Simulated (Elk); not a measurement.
Band structure of Be (P6_3/mmc, 2 atoms in the cell).

```
Be
1.0
    2.23896     0.00000     0.00000
   -1.11948     1.93900     0.00000
    0.00000     0.00000     3.53335
Be
2
Direct
  0.33333   0.66667   0.75000
  0.66667   0.33333   0.25000
```

Level of theory: PBE, all-electron FP-LAPW, Elk's shipped species files, LAPW+lo basis (Elk).

Settings: xctype = 20; rgkmax = 8; swidth = 0.00183747 Ha; ngridk = 13 13 8; gmaxvr = 16 1/bohr; nxoapwlo = 1; maxscl = 100.

The starting cell comes from a database of computed structures (which also holds hypothetical and non-ambient phases and stackings), without a prior relaxation at this level. Its lattice was rescaled by a random factor within 2.5 % of one. Values depend on the basis (sphere radii, cutoffs, local orbitals), which need not be converged.

Levels in eV from the Fermi level, bands 1 to 6:
```
point       1      2      3      4      5      6
-----  ------  -----  -----  -----  -----  -----
Γ      -11.32  -4.40   1.37  16.57  16.57  19.46
M       -4.94  -2.97   3.87   6.77   7.12   9.82
K       -2.36  -0.82  -0.82   7.02   7.02   7.06
A       -9.15  -9.15  11.07  11.07  18.25  18.25
L       -3.54  -3.54   1.86   1.86  12.48  12.48
H       -0.98  -0.98   0.53   0.53   6.75   6.75
```

Bands cross the Fermi level along this path, so the cell is metallic at this level.
